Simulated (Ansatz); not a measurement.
Sb (model structure, I-43m, No. 217, 4 atoms in the cell), treated with LDA (Ansatz, an electronic-structure program, PAW).

Settings: plane-wave cutoff 520 eV, 8×8×8 k mesh, Fermi–Dirac smearing 0.01 eV, scalar-relativistic PAW data made under PBE.

Cell (relaxed at this level):

```
CELL_PARAMETERS angstrom
     -3.28669     3.28669     3.28669
      3.28669    -3.28669     3.28669
      3.28669     3.28669    -3.28669
ATOMIC_POSITIONS crystal
  Sb 0.69278 0.00000 0.00000
  Sb 0.00000 0.69278 0.00000
  Sb 0.00000 0.00000 0.69278
  Sb 0.30722 0.30722 0.30722
```

**Question.** Predict the band gap.

**Answer.** 
* **band gap**: 0.18 eV

Note: the relaxation could raise the start's symmetry but not lower it, so the cell can be a saddle point.

Spin–orbit coupling is not included; it can close the smallest gap of 0.18 eV.

The result took roughly 15 core-seconds.

A model structure was made by putting elements into a prototype or built by hand; it is no filed structure, need not be a known phase, and can be a saddle point held by its symmetry.
